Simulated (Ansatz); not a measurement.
Re: pressure series

Start from Re in the hcp (Mg type) structure (space group P6_3/mmc, No. 194).

```
CELL_PARAMETERS angstrom
      2.75787     0.00000     0.00000
     -1.37894     2.38839     0.00000
      0.00000     0.00000     4.46284
ATOMIC_POSITIONS crystal
  Re 0.33333 0.66667 0.75000
  Re 0.66667 0.33333 0.25000
```

Cell and atoms are relaxed at each pressure.

All numbers come from r2SCAN, PAW, 500 eV (Ansatz, a quantum-chemistry and plane-wave program; without spin-orbit coupling).

```json
[
 {"P (GPa)": "-2.01", "V (Å³/atom)": "14.775"},
 {"P (GPa)": "-1.01", "V (Å³/atom)": "14.737"},
 {"P (GPa)": "3.00", "V (Å³/atom)": "14.587"},
 {"P (GPa)": "7.00", "V (Å³/atom)": "14.445"},
 {"P (GPa)": "15.00", "V (Å³/atom)": "14.181"},
 {"P (GPa)": "29.99", "V (Å³/atom)": "13.747"},
 {"P (GPa)": "49.99", "V (Å³/atom)": "13.258"},
 {"P (GPa)": "75.00", "V (Å³/atom)": "12.749"},
 {"P (GPa)": "100.00", "V (Å³/atom)": "12.320"}
]
```

Problem. Fit a third-order Birch–Murnaghan equation of state.

Solution. Least squares on P(V) = (3B₀/2)[(V₀/V)^(7/3) − (V₀/V)^(5/3)]·[1 + (3/4)(B₀′ − 4)((V₀/V)^(2/3) − 1)] gives V₀ = 14.70 Å³/atom, B₀ = 389 GPa and B₀′ = 4.2.

Load acts through the strain it causes; cell and atoms are relaxed under it. Stability against distortions was not tested. No other phases were tried under pressure. The final runs are not spin-polarised.
